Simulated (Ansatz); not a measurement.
Take Tl2O in the anti-fluorite structure (space group Fm-3m, No. 225; a = 6.431 Å; a hypothetical phase, not in the database extracts checked) as the base.

Computed with PBEsol in Ansatz (plane waves to 420 eV, PAW, no SOC).

For the base:

```
Item                Value
---------------  --------
Volume per atom  22.17 Å³
Band gap             zero
```

Perturbation: a hydrostatic pressure of 7.5 GPa.

Task: Estimate the effect on the volume per atom and band gap.

Result: The volume per atom decreases by 2.42 Å³ (22.17 Å³ → 19.75 Å³); the band gap stays zero.

With Tl present, leaving out spin-orbit coupling can change the band edges. Load acts through the strain it causes; cell and atoms are relaxed under it. No phonon test of stability was made. No other phases were tried under pressure. The final runs are not spin-polarised. The zero or small gap of Tl2O can change with the level of theory.

Ansatz is a program for electronic structure.
